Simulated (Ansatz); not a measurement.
SiO2 under a change: uniaxial strain ε_zz = +3.00 %

Consider SiO$_{2}$ (space group P3_221, No. 154; a = 4.949 Å, c = 5.441 Å). Axes: x lies along a and z along c of the hexagonal cell.

One thing is altered: the cell is stretched by 3.00 % along z with no lateral relaxation, atoms relaxed at fixed cell.

Method: PBEsol (Ansatz, a quantum-chemistry and plane-wave program), no SOC. k-mesh 8×8×6 (Γ-centred); smearing 0.05 eV (Fermi–Dirac).

```tsv
quantity	base	changed	shift
volume per atom	12.82 Å³	13.21 Å³	+0.385 Å³
space group	P3_221 (No. 154)	P3_221 (No. 154)	–
shortest interatomic distance	1.619 Å	1.620 Å	+0.001 Å
energy relative to the base (free energy F)	0 meV/atom	+3.2 meV/atom	+3.2 meV/atom
pressure (mean of the normal stresses, compression positive)	0.01 GPa	-0.96 GPa	-0.97 GPa
band gap	5.72 eV	5.65 eV	-0.07 eV
gap character	indirect, K → Γ	indirect, K → Γ	–
electron mass	0.50 mₑ (at Γ)	0.48 mₑ along z, 0.52 mₑ across (at Γ)	–
largest internal atomic displacement	–	0.076 Å	–
stress (xx, yy, zz, yz, xz, xy; compression positive)	–	(-0.14, -0.14, -2.62, 0.00, 0.00, 0.00) GPa	–
```

Final structure:

```
SiO2
1.0
    4.94899     0.00000     0.00000
   -2.47450     4.28595     0.00000
    0.00000     0.00000     5.60472
Si O
3 6
Direct
  0.00000   0.47638   0.33333
  0.52362   0.52362   0.00000
  0.47638   0.00000   0.66667
  0.25681   0.41383   0.20457
  0.58617   0.84298   0.87124
  0.74319   0.15702   0.46209
  0.84298   0.58617   0.12876
  0.41383   0.25681   0.79543
  0.15702   0.74319   0.53791
```

Effective masses come from finite differences of ±0.01 Å⁻¹. Stability against distortions was not tested.
